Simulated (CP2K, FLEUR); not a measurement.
A FLEUR input for a self-consistent single point of YbIn₅Rh (P4/mmm, 7 atoms in the cell) (DFT, LDA (Perdew-Zunger), all-electron FLAPW (FLEUR), scalar-relativistic valence):

Input of the input generator:

```
YbIn5Rh
&input film=f /
8.8573353187 0.0000000000 0.0000000000
0.0000000000 8.8573353187 0.0000000000
0.0000000000 0.0000000000 14.2768052825
1.0
1.0 1.0 1.0

7
70 0.0000000000 0.0000000000 0.0000000000
49 0.5000000000 0.5000000000 0.0000000000
49 0.5000000000 0.0000000000 0.3000100000
49 0.5000000000 0.0000000000 0.6999900000
49 0.0000000000 0.5000000000 0.3000100000
49 0.0000000000 0.5000000000 0.6999900000
45 0.0000000000 0.0000000000 0.5000000000

&comp jspins=1 /
&exco xctyp='pz' /
&kpt div1=5 div2=5 div3=3 /
&end /
```

```xml
<?xml version="1.0" encoding="UTF-8" standalone="no"?>
<fleurInput fleurInputVersion="0.39">
   <comment>
      YbIn5Rh                                                                                             
   </comment>
   <calculationSetup>
      <cutoffs Kmax="4.1" Gmax="16.4" GmaxXC="16.4" numbands="0"/>
      <scfLoop itmax="100" minDistance="0.00001" maxIterBroyd="15" imix="Anderson" alpha="0.05" precondParam="0.0" spinf="2.0"/>
      <coreElectrons ctail="T" frcor="F" kcrel="0" coretail_lmax="0"/>
      <xcFunctional name="pz" relativisticCorrections="F"/>
      <magnetism jspins="1"/>
      <soc l_soc="F" theta="0.0" phi="0.0" spav="F"/>
      <expertModes spex="0" secvar="F"/>
      <geometryOptimization l_f="T" forcealpha="1.0" forcemix="BFGS" epsdisp="0.00001" epsforce="0.00001"/>
      <ldaU l_linMix="F" mixParam="0.05" spinf="1.0"/>
   </calculationSetup>
   <cell>
      <bzIntegration valenceElectrons="104.0" mode="gauss" fermiSmearingEnergy="0.00367493">
         <kPointListSelection listName="default-1"/>
         <!-- k-points included here -->
         <xi:include xmlns:xi="http://www.w3.org/2001/XInclude" href="kpts.xml"> </xi:include>
      </bzIntegration>
      <!-- symmetry operations included here -->
      <xi:include xmlns:xi="http://www.w3.org/2001/XInclude" href="sym.xml"> </xi:include>
      <bulkLattice scale="1.0">
         <bravaisMatrix>
            <row-1>    8.8573353187000006     0.0000000000000000     0.0000000000000000</row-1>
            <row-2>    0.0000000000000000     8.8573353187000006     0.0000000000000000</row-2>
            <row-3>    0.0000000000000000     0.0000000000000000    14.2768052824999998</row-3>
         </bravaisMatrix>
      </bulkLattice>
   </cell>
   <atomSpecies>
      <species name="Ytterbium (Yb)" element="Yb" atomicNumber="70">
         <mtSphere radius="2.63" gridPoints="925" logIncrement="0.014"/>
         <atomicCutoffs lmax="10" lnonsphr="8"/>
         <electronConfig flipSpins="F">
            <coreConfig>(1s1/2) (2s1/2) (2p1/2) (2p3/2) (3s1/2) (3p1/2) (3p3/2) (4s1/2) (3d3/2) (3d5/2) (4p1/2) (4p3/2) (4d3/2) (4d5/2)</coreConfig>
            <valenceConfig>(5s1/2) (5p1/2) (5p3/2) (6s1/2) (4f5/2) (4f7/2)</valenceConfig>
         </electronConfig>
         <energyParameters s="6" p="6" d="5" f="4"/>
         <lo type="SCLO" l="0" n="5" eDeriv="0"/>
         <lo type="SCLO" l="1" n="5" eDeriv="0"/>
      </species>
      <species name="Indium (In)" element="In" atomicNumber="49">
         <mtSphere radius="2.41" gridPoints="849" logIncrement="0.015"/>
         <atomicCutoffs lmax="10" lnonsphr="8"/>
         <electronConfig flipSpins="F">
            <coreConfig>(1s1/2) (2s1/2) (2p1/2) (2p3/2) (3s1/2) (3p1/2) (3p3/2) (4s1/2) (3d3/2) (3d5/2) (4p1/2) (4p3/2)</coreConfig>
            <valenceConfig>(5s1/2) (4d3/2) (4d5/2) (5p1/2) (5p3/2)</valenceConfig>
            <stateOccupation state="(5p1/2)" spinUp="0.1666666666667" spinDown="0.1666666666667"/>
            <stateOccupation state="(5p3/2)" spinUp="0.3333333333333" spinDown="0.3333333333333"/>
         </electronConfig>
         <energyParameters s="5" p="5" d="5" f="4"/>
         <lo type="SCLO" l="2" n="4" eDeriv="0"/>
      </species>
      <species name="Rhodium (Rh)" element="Rh" atomicNumber="45">
         <mtSphere radius="2.41" gridPoints="849" logIncrement="0.015"/>
         <atomicCutoffs lmax="10" lnonsphr="8"/>
         <electronConfig flipSpins="F">
            <coreConfig>(1s1/2) (2s1/2) (2p1/2) (2p3/2) (3s1/2) (3p1/2) (3p3/2) (4s1/2) (3d3/2) (3d5/2)</coreConfig>
            <valenceConfig>(4p1/2) (4p3/2) (5s1/2) (4d3/2) (4d5/2)</valenceConfig>
            <stateOccupation state="(5s1/2)" spinUp="0.5" spinDown="0.5"/>
            <stateOccupation state="(4d3/2)" spinUp="1.6" spinDown="1.6"/>
            <stateOccupation state="(4d5/2)" spinUp="2.4" spinDown="2.4"/>
         </electronConfig>
         <energyParameters s="5" p="5" d="4" f="4"/>
         <lo type="SCLO" l="1" n="4" eDeriv="0"/>
      </species>
   </atomSpecies>
   <atomGroups>
      <atomGroup species="Ytterbium (Yb)">
         <relPos label="                   1">.0000000000 .0000000000 .0000000000</relPos>
         <force calculate="T" relaxXYZ="TTT"/>
      </atomGroup>
      <atomGroup species="Indium (In)">
         <relPos label="                   2">1.000/2.000 1.000/2.000 .0000000000</relPos>
         <force calculate="T" relaxXYZ="TTT"/>
      </atomGroup>
      <atomGroup species="Indium (In)">
         <relPos label="                   3">1.000/2.000 .0000000000 .3000100000</relPos>
         <relPos label="                   4">1.000/2.000 .0000000000 -.3000100000</relPos>
         <relPos label="                   5">.0000000000 1.000/2.000 .3000100000</relPos>
         <relPos label="                   6">.0000000000 1.000/2.000 -.3000100000</relPos>
         <force calculate="T" relaxXYZ="TTT"/>
      </atomGroup>
      <atomGroup species="Rhodium (Rh)">
         <relPos label="                   7">.0000000000 .0000000000 1.000/2.000</relPos>
         <force calculate="T" relaxXYZ="TTT"/>
      </atomGroup>
   </atomGroups>
   <output dos="F" band="F" slice="F">
      <checks vchk="F" cdinf="F"/>
      <bandDOS minEnergy="-.5*Htr" maxEnergy="0.5*Htr" sigma="0.015" storeEVData="T"/>
      <vacuumDOS vacdos="F" integ="F" star="F" nstars="0" locx1="0.0" locy1="0.0" locx2="0.0" locy2="0.0" nstm="0" tworkf="0.0"/>
      <unfoldingBand unfoldBand="F" supercellX="1" supercellY="1" supercellZ="1"/>
      <plotting iplot="0" polar="F">
         <plot TwoD="T" vec1="  1.0  0.0  0.0" vec2="  0.0  1.0  0.0" vec3="  0.0  0.0  1.0" zero="  0.0  0.0  0.0" file="plot"/>
      </plotting>
      <chargeDensitySlicing numkpt="0" minEigenval="0.0" maxEigenval="0.0" nnne="0" pallst="F"/>
      <specialOutput eonly="F"/>
      <magneticCircularDichroism mcd="F" energyLo="-10.0" energyUp="0.0"/>
   </output>
  <!-- We include the file relax.xml here to enable relaxations (see documentation) -->
  <xi:include xmlns:xi="http://www.w3.org/2001/XInclude" href="relax.xml"> <xi:fallback/> </xi:include>
</fleurInput>
```

Q: Give the CP2K input for the same structure, mesh, smearing and functional.

A: This is the input that was run; spellings and numerical settings could be chosen otherwise.

```
&GLOBAL
  PROJECT scf
  RUN_TYPE ENERGY_FORCE
  PRINT_LEVEL MEDIUM
&END GLOBAL
&FORCE_EVAL
  METHOD Quickstep
  STRESS_TENSOR ANALYTICAL
  &DFT
    BASIS_SET_FILE_NAME BASIS_MOLOPT
    BASIS_SET_FILE_NAME BASIS_MOLOPT_UCL
    POTENTIAL_FILE_NAME GTH_POTENTIALS
    &QS
      METHOD GPW
      EPS_DEFAULT 1E-10
    &END QS
    &MGRID
      CUTOFF 800
      REL_CUTOFF 50
      NGRIDS 5
    &END MGRID
    &SCF
      SCF_GUESS ATOMIC
      EPS_SCF 1E-6
      MAX_SCF 100
      ADDED_MOS 17
      &DIAGONALIZATION
        ALGORITHM STANDARD
      &END DIAGONALIZATION
      &MIXING
        METHOD BROYDEN_MIXING
        ALPHA 0.3
        NBUFFER 12
        BETA 1.5
      &END MIXING
      &SMEAR ON
        METHOD GAUSSIAN
        SIGMA [eV] 0.1
      &END SMEAR
    &END SCF
    &KPOINTS
      SCHEME MONKHORST-PACK 5 5 3
    &END KPOINTS
    &XC
      &XC_FUNCTIONAL PADE
      &END XC_FUNCTIONAL
    &END XC
    &PRINT
      &MO
        EIGENVALUES T
        OCCUPATION_NUMBERS T
        NDIGITS 8
        FILENAME mo
        &EACH
          QS_SCF 0
        &END EACH
        ADD_LAST NUMERIC
      &END MO
      &MULLIKEN ON
      &END MULLIKEN
    &END PRINT
  &END DFT
  &SUBSYS
    &CELL
      A 4.68710000 0.00000000 0.00000000
      B 0.00000000 4.68710000 0.00000000
      C 0.00000000 0.00000000 7.55496000
      PERIODIC XYZ
    &END CELL
    &COORD
      SCALED
      Yb       0.00000000     0.00000000     0.00000000
      In       0.50000000     0.50000000     0.00000000
      In       0.50000000     0.00000000     0.30001000
      In       0.50000000     0.00000000     0.69999000
      In       0.00000000     0.50000000     0.30001000
      In       0.00000000     0.50000000     0.69999000
      Rh       0.00000000     0.00000000     0.50000000
    &END COORD
    &KIND Yb
      BASIS_SET DZVP-MOLOPT-SR-GTH
      POTENTIAL GTH-PADE-q24
    &END KIND
    &KIND In
      BASIS_SET DZVP-MOLOPT-SR-GTH
      POTENTIAL GTH-PADE-q13
    &END KIND
    &KIND Rh
      BASIS_SET DZVP-MOLOPT-SR-GTH
      POTENTIAL GTH-PADE-q17
    &END KIND
  &END SUBSYS
  &PRINT
    &FORCES ON
    &END FORCES
    &STRESS_TENSOR ON
    &END STRESS_TENSOR
  &END PRINT
&END FORCE_EVAL
```

Basis settings and potentials, where a program has them, do not carry over. This input uses DFT LDA (Pade form), GPW, DZVP-MOLOPT-SR-GTH basis, GTH-PADE potentials (GTH_POTENTIALS). LDA parametrisations can differ slightly between programs.

The starting cell comes from a database of computed structures (which also holds hypothetical and non-ambient phases and stackings), without a prior relaxation at this level.
